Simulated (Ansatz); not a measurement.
The reference is Ge$_{2}$Sb$_{2}$Te$_{5}$ (space group P-3m1, No. 164).

```
CELL_PARAMETERS angstrom
      4.22322     0.00000     0.00000
     -2.11161     3.65742     0.00000
      0.00000     0.00000    16.87082
ATOMIC_POSITIONS crystal
  Te 0.00000 0.00000 0.00000
  Ge 0.66667 0.33333 0.10035
  Ge 0.33333 0.66667 0.89965
  Te 0.33333 0.66667 0.19856
  Te 0.66667 0.33333 0.80144
  Sb 0.00000 0.00000 0.31708
  Sb 0.00000 0.00000 0.68292
  Te 0.66667 0.33333 0.41909
  Te 0.33333 0.66667 0.58091
```

Cartesian axes are those of the cell as printed.

Method: Kohn–Sham DFT with the PBEsol functional, run in Ansatz (an electronic-structure program) with PAW and 420 eV plane waves, no SOC.

Now apply this change: uniaxial strain ε_yy = +2.30 %, all other strain components held at zero, atoms relaxed at fixed cell.

Question: Predict the stress tensor and what it implies for the stiffness.

Answer: Stress of the strained cell less that of the base (GPa, compression positive):
```
  -0.41    0.00    0.00
   0.00   -1.93    0.29
   0.00    0.29   -0.51
```

Then −Δσ_ii/ε with ε = 0.0230 gives secant stiffness values (nonlinear terms included at this strain): C22 ≈ 84 GPa, C12 ≈ 18 GPa and C23 ≈ 22 GPa.

As a check, the harmonic strain energy −½ V₀ Δσ:ε is 4.0 meV/atom; the computed energy rise is 4.1 meV/atom.

Stability against distortions was not tested.
